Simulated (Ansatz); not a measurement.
# V2O3: response to strain

Base system: V2O3 in the corundum structure (space group R-3c, No. 167; ferromagnetic).

```yaml
crystal:
  lattice:
    - [2.38729, 1.37830, 4.74281]
    - [-2.38729, 1.37830, 4.74281]
    - [0.00000, -2.75661, 4.74281]
  atoms:
    - { symbol: V, position: [0.16026, 0.16026, 0.16026] }
    - { symbol: V, position: [0.83974, 0.83974, 0.83974] }
    - { symbol: V, position: [0.33974, 0.33974, 0.33974] }
    - { symbol: V, position: [0.66026, 0.66026, 0.66026] }
    - { symbol: O, position: [0.57570, 0.25000, 0.92430] }
    - { symbol: O, position: [0.42430, 0.75000, 0.07570] }
    - { symbol: O, position: [0.75000, 0.07570, 0.42430] }
    - { symbol: O, position: [0.25000, 0.92430, 0.57570] }
    - { symbol: O, position: [0.07570, 0.42430, 0.75000] }
    - { symbol: O, position: [0.92430, 0.57570, 0.25000] }
```

Cartesian axes are those of the cell as printed.

Strains are applied to the cell and any free atomic positions relax.

All numbers come from PBEsol (Ansatz, a quantum-chemistry and plane-wave program; PAW; 420 eV plane waves; no spin-orbit coupling).

Candidates:
(a) isotropic strain −0.20 %
(b) isotropic strain −4.42 %
(c) uniaxial strain ε_xx = +1.20 %

Notes on the quantities. energy relative to the base: free energy F.

### Question
Order them by energy relative to the base, highest first.

### Answer
(b) isotropic strain −4.42 % (+150 meV/atom), (c) uniaxial strain ε_xx = +1.20 % (+1.5 meV/atom), (a) isotropic strain −0.20 % (+0.3 meV/atom)

Other magnetic orders, which the real material may have, were not ruled out. Without a gap, meshes like the base's 12×12×12 leave anisotropic stresses uncertain by several tenths of a GPa, and small strain energies with them. No phonon test of stability was made. No Hubbard U is applied, and correlation can decide whether such a compound is a metal. The base started in C2/c and relaxed to R-3c at this level.
